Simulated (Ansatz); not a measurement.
For BiTe (R-3m, No. 166, 2 atoms in the cell; start mp-1227339; a measured phase of this formula has another space group), PBEsol (PAW; Ansatz, a program for electronic structure) gives:

```
Quantity                   Result
-------------------  ------------
lattice parameter a       4.800 Å
lattice parameter c       9.584 Å
cohesive energy      2.95 eV/atom
```

Task: What does r²SCAN+rVV10 in Ansatz (plane waves, PAW) give for the same quantities?

Result: 
- lattice constant a: 4.811 Å (rises by 0.2 %)
- lattice parameter c: 9.741 Å (goes up by 1.6 %)
- cohesive energy: 2.60 eV/atom (decreases by 0.35 eV/atom)

Changes are worked out from the printed values.

Unless a cell is named, each level is at its own relaxed cell (PBEsol 31.87, r²SCAN+rVV10 32.55 Å³/atom).

Levels without +SOC leave out spin–orbit coupling, which shifts energies and cells of such heavy elements.

Caveats: the relaxation could not lower the start's symmetry, so the cell can be a saddle point above a distorted one (PBEsol, r²SCAN+rVV10). Ansatz's density-functional and Hartree–Fock values are scalar-relativistic unless marked +SOC, with PAW data made under PBE.

A start named mp-… is a Materials Project structure, which need not be a measured phase.
